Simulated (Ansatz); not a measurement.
hcp Ti (0 0 1) on germanium (1 1 1) (film strained to the substrate, started from cuts of the bulks and a machine-learned relaxation)

A periodic stack without vacuum, hcp Ti (0 0 1) on germanium (1 1 1) (film strained to the substrate, started from cuts of the bulks and a machine-learned relaxation): substrate slab Ge32, film Ti28, surface cells [[2, -2], [0, 2]] and [[1, 3], [-3, -2]], film strained by +4.8 and +4.8 %, outermost planes Ge/Ge and Ti/Ti as cut, which need not be the usual terminations and can put a slab off its formula.

The start was prepared with a machine-learned potential, and the result is one local minimum, with the in-plane cell held and forces under 0.04 eV/Å; the film can end far from its bulk form.

Level of theory: PBE (plane waves to 420 eV, PAW; Ansatz, an electronic-structure program). No spin–orbit coupling; the runs are not spin-polarised; PBE gaps are too small against experiment. Its k-point mesh 4×4×1, Fermi–Dirac width 0.05 eV.

| Quantity | Result |
|---|---|
| interface area | 57.5 Å² |
| period | 22.22 Å |
| gaps between the outermost planes at the two interfaces | 1.08 and 1.07 Å |
| Ge–Ti contacts across the interfaces within 1.22 times the sum of covalent radii | 33, mean 2.72 Å |

```
Ti7Ge8
1.0
    8.14586     0.00001     0.01952
   -4.07295     7.05452    -0.00125
    0.56905     2.08495    22.22719
Ge Ti
32 28
Direct
  0.06226   0.18286   0.02185
  0.27371   0.80065   0.03536
  0.64806   0.30488   0.02857
  0.57994   0.74656   0.03240
  0.11886   0.22118   0.13435
  0.14061   0.73174   0.14191
  0.62440   0.22891   0.13895
  0.61855   0.72620   0.14043
  0.78906   0.55584   0.17231
  0.78011   0.04884   0.17601
  0.28098   0.53750   0.17861
  0.28422   0.05466   0.17775
  0.76089   0.52143   0.28596
  0.75419   0.01385   0.28837
  0.25969   0.51142   0.29055
  0.25470   0.01707   0.29090
  0.41301   0.83699   0.32748
  0.42154   0.33824   0.32863
  0.91159   0.83749   0.32794
  0.91633   0.33965   0.32122
  0.39031   0.80229   0.44146
  0.39507   0.30808   0.44203
  0.88398   0.80143   0.44137
  0.89522   0.30853   0.43151
  0.04711   0.13082   0.47379
  0.04403   0.62050   0.47449
  0.56132   0.13194   0.47494
  0.54386   0.62523   0.48307
  0.98679   0.08932   0.58478
  0.94837   0.53876   0.58371
  0.66214   0.17118   0.58044
  0.45479   0.54904   0.59461
  0.36204   0.99785   0.65788
  0.84212   0.19580   0.68091
  0.64419   0.85636   0.64312
  0.94888   0.80131   0.65725
  0.22911   0.24790   0.66717
  0.64808   0.41667   0.65601
  0.19143   0.59556   0.66487
  0.13277   0.78644   0.75693
  0.50725   0.90719   0.76136
  0.23415   0.43214   0.76409
  0.65871   0.62852   0.74975
  0.97838   0.01995   0.76313
  0.42906   0.21058   0.76125
  0.85033   0.41408   0.76319
  0.27412   0.93727   0.86540
  0.77971   0.10009   0.84319
  0.48915   0.65470   0.85660
  0.87309   0.73043   0.85688
  0.19587   0.25201   0.87438
  0.59162   0.33023   0.86603
  0.09924   0.54887   0.85834
  0.99120   0.66408   0.96574
  0.52145   0.92867   0.94192
  0.24372   0.52124   0.96668
  0.58395   0.52660   0.95769
  0.88215   0.94504   0.94624
  0.32459   0.11948   0.97362
  0.84859   0.28271   0.94367
```
